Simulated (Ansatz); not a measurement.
Si under load (space group P6_3/mmc), r2SCAN with spin-orbit coupling, rigid bands (Ansatz, a quantum-chemistry and plane-wave program). Condition of this run: uniaxial stress along c of -3.6 GPa (compression positive) (the target of the relaxation). Band gap 0.67 eV, N_c = 3.05e19 cm⁻³ and N_v = 7.93e18 cm⁻³ at 300 K, conductivity masses along x (a = (3.81, 0.00, 0.00) Å; b = (-1.91, 3.30, 0.00) Å; c = (0.00, 0.00, 6.44) Å) of 0.205 mₑ (electrons) and 0.373 mₑ (holes). Take k_BT = 0.02585 eV.

Q: Find the intrinsic carrier density and the intrinsic Fermi level.

A: n_i = √(N_c N_v) exp(−E_g/2k_BT) = 1.56e19 × exp(−12.96) = 3.7e13 cm⁻³. The level lies (k_BT/2) ln(N_v/N_c) = -17 meV from mid-gap (positive towards the conduction band). Each 0.1 eV added to the gap lowers n_i by a factor of 6.9.

Q: What thermal injection velocity √(2k_BT/πm) limits a ballistic channel along the direction named?

A: 1.19e7 cm/s for electrons and 8.81e6 cm/s for holes, a ratio of √(m_h/m_e) = 1.35, for dilute carriers.

Q: What built-in voltage has an abrupt junction with N_A = 1e16 and N_D = 1e17 cm⁻³, all dopants ionised?

A: V_bi = E_g/e − (k_BT/e) ln(N_c N_v/(N_A N_D)) = 0.67 − 0.02585 × 12.40 = 0.35 V, for the computed gap.

Rigid bands with the computed gap; masses take one relaxation time for all states. Geometry: cell and atoms relaxed with PBEsol.
